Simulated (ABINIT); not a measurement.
## A self-consistent single point of Be₃N₂ (R3m, 5 atoms in the cell) with ABINIT

Level of theory: LDA (PW92), PAW (JTH v2.0 LDA PAW) (plane waves; ABINIT).

This input was run:

```
# Be3N2, JTH v2.0 LDA PAW
pp_dirpath "./"
pseudos "Be.LDA_PW-JTH.xml, N.LDA_PW-JTH.xml"
acell 3*1.0 Angstrom
rprim
         1.4198051741    0.8197248995    4.8662170000
        -1.4198051741    0.8197248995    4.8662170000
        -0.0000000000   -1.6394497989    4.8662170000
natom 5
ntypat 2
znucl 4 7
typat 1 1 1 2 2
xred
         0.8589970000    0.8589970000    0.8589970000
         0.3176900000    0.3176900000    0.3176900000
         0.0888100000    0.0888100000    0.0888100000
         0.2041600000    0.2041600000    0.2041600000
         0.7084370000    0.7084370000    0.7084370000
ecut 26
pawecutdg 52
occopt 1
nband 14
kptopt 1
ngkpt 9 9 9
nshiftk 1
shiftk 0 0 0
nstep 80
tolvrs 1.0e-11
prtwf 0
prtden 0
enunit 1
```

Output (repeated stretches shortened):

```
 Symmetries : space group R3 m (#160); Bravais hR (rhombohedral)

 -outvars: echo values of preprocessed input variables --------
            acell      1.8897261329E+00  1.8897261329E+00  1.8897261329E+00 Bohr
             ecut      2.60000000E+01 Hartree
           enunit           1
              ixc       -1012
         kptrlatt        9    0    0      0    9    0      0    0    9
          kptrlen      4.82947729E+01
            natom           5
            nband          14
            ngfft          48      48      48
          ngfftdg          64      64      64
             nkpt          85
            nstep          80
             nsym           6
           ntypat           2
        pawecutdg      5.20000000E+01 Hartree
            rprim      1.4198051741E+00  8.1972489950E-01  4.8662170000E+00
                      -1.4198051741E+00  8.1972489950E-01  4.8662170000E+00
                      -0.0000000000E+00 -1.6394497989E+00  4.8662170000E+00
          spgroup         160
           tolvrs      1.00000000E-11
            typat      1  1  1  2  2
           useylm           1
             xred      8.5899700000E-01  8.5899700000E-01  8.5899700000E-01
                       3.1769000000E-01  3.1769000000E-01  3.1769000000E-01
                       8.8810000000E-02  8.8810000000E-02  8.8810000000E-02
                       2.0416000000E-01  2.0416000000E-01  2.0416000000E-01
                       7.0843700000E-01  7.0843700000E-01  7.0843700000E-01
            znucl        4.00000    7.00000

== DATASET  1 ==================================================================

 Real(R)+Recip(G) space primitive vectors, cartesian coordinates (Bohr,Bohr^-1):
 R(1)=  2.6830429  1.5490556  9.1958174  G(1)=  0.1863556  0.1075924  0.0362484
 R(2)= -2.6830429  1.5490556  9.1958174  G(2)= -0.1863556  0.1075924  0.0362484
 R(3)=  0.0000000 -3.0981111  9.1958174  G(3)=  0.0000000 -0.2151849  0.0362484
 Unit cell volume ucvol=  2.2931698E+02 bohr^3
 Angles (23,13,12)=  3.21025562E+01  3.21025562E+01  3.21025562E+01 degrees

 Coarse grid specifications (used for wave-functions):

 getcut: wavevector=  0.0000  0.0000  0.0000  ngfft=  48  48  48
         ecut(hartree)=     26.000   => boxcut(ratio)=   2.15602

 Fine grid specifications (used for densities):

 getcut: wavevector=  0.0000  0.0000  0.0000  ngfft=  64  64  64
         ecut(hartree)=     52.000   => boxcut(ratio)=   2.03184

   3.86778258E+02                                ecore*ucvol(ha*bohr**3)

_setup2: Arith. and geom. avg. npw (full set) are    1452.128    1452.116

--- !BeginCycle
solver: {iscf: 17, nstep: 80, nline: 4, wfoptalg: 10, }
tolerances: {tolvrs: 1.00E-11, }
...

     iter   Etot(hartree)      deltaE(h)  residm     nres2
 ETOT  1  -62.900578369928    -6.290E+01 2.866E+01 1.151E+02
 ETOT  2  -64.103527080964    -1.203E+00 1.616E-02 2.379E+01
 ETOT  3  -64.096862771702     6.664E-03 6.499E-03 3.916E+00
 ETOT  4  -64.095243313923     1.619E-03 6.133E-03 1.102E-01
 ETOT  5  -64.095195883413     4.743E-05 2.254E-03 2.855E-02
 ETOT  6  -64.095187789112     8.094E-06 9.259E-04 4.167E-03
   [... 7 lines left out ...]
 ETOT 14  -64.095187306790     1.634E-11 8.584E-05 4.814E-09
 ETOT 15  -64.095187306786     3.823E-12 6.571E-05 4.445E-10
 ETOT 16  -64.095187306786     2.416E-13 5.713E-05 8.332E-11
 ETOT 17  -64.095187306786    -4.263E-13 4.265E-05 1.372E-11
 ETOT 18  -64.095187306786     2.842E-14 3.617E-05 9.529E-14

 At SCF step   18       nres2   =  9.53E-14 < tolvrs=  1.00E-11 =>converged.

 Cartesian components of stress tensor (hartree/bohr^3)
  sigma(1 1)=  2.70297126E-04  sigma(3 2)= -5.22325239E-14
  sigma(2 2)=  2.70297126E-04  sigma(3 1)=  0.00000000E+00
  sigma(3 3)=  2.73844899E-04  sigma(2 1)=  0.00000000E+00

 ----iterations are completed or convergence reached----

 reduced coordinates (array xred) for    5 atoms
       0.858997000000      0.858997000000      0.858997000000
       0.317690000000      0.317690000000      0.317690000000
       0.088810000000      0.088810000000      0.088810000000
       0.204160000000      0.204160000000      0.204160000000
       0.708437000000      0.708437000000      0.708437000000
 cartesian forces (eV/Angstrom) at end:
    1     -0.00000000000000    -0.00000000000000     0.00722307709190
    2      0.00000000000000     0.00000000000000    -0.03470189199817
    3     -0.00000000000000    -0.00000000000000     0.03683030840359
    4     -0.00000000000000     0.00000000000000    -0.04286614722871
    5     -0.00000000000000    -0.00000000000000     0.03351465373139
 frms,max,avg= 1.9276245E-02 4.2866147E-02   0.000E+00  0.000E+00 -1.044E-03 e/A
 length scales=  1.889726132886  1.889726132886  1.889726132886 bohr
              =  1.000000000000  1.000000000000  1.000000000000 angstroms
 Fermi (or HOMO) energy (eV) =   6.43286   Average Vxc (eV)= -11.81150
 Eigenvalues (   eV  ) for nkpt=  85  k points:
 kpt#   1, nband= 14, wtk=  0.00137, kpt=  0.0000  0.0000  0.0000 (reduced coord)
 -90.77042  -90.60300  -89.35443   -9.82140   -7.60735   -1.16352    5.23086    5.23086
   5.98048    6.43286    6.43286   12.54369   14.19973   14.57926
 prteigrs : prtvol=0 or 1, do not print more k-points.

--- !EnergyTerms
comment             : Components of total free energy in Hartree
kinetic             :  1.83388450733418E+01
hartree             :  7.35145360411864E+00
xc                  : -8.06541994009755E+00
Ewald energy        : -3.69374505275732E+01
psp_core            :  1.68665338691275E+00
local_psp           : -2.94076226946053E+01
spherical_terms     : -1.70616461936092E+01
total_energy        : -6.40951872915121E+01
total_energy_eV     : -1.74411874496793E+03
...

-Cartesian components of stress tensor (GPa)         [Pressure= -7.9872E+00 GPa]
- sigma(1 1)=  7.95241468E+00  sigma(3 2)= -1.53673365E-09
- sigma(2 2)=  7.95241468E+00  sigma(3 1)=  0.00000000E+00
- sigma(3 3)=  8.05679372E+00  sigma(2 1)=  0.00000000E+00

 Calculation completed.
```

The run converged in 18 iterations.

The starting cell comes from a database of computed structures (which also holds hypothetical and non-ambient phases and stackings), without a prior relaxation at this level. With a pressure of about -8 GPa the cell is away from its equilibrium volume at this level.

These are the values that this program gave, and no reference: the one-centre exchange-correlation terms come from a truncated expansion.

Cost on one core of a shared machine: roughly 2 min.
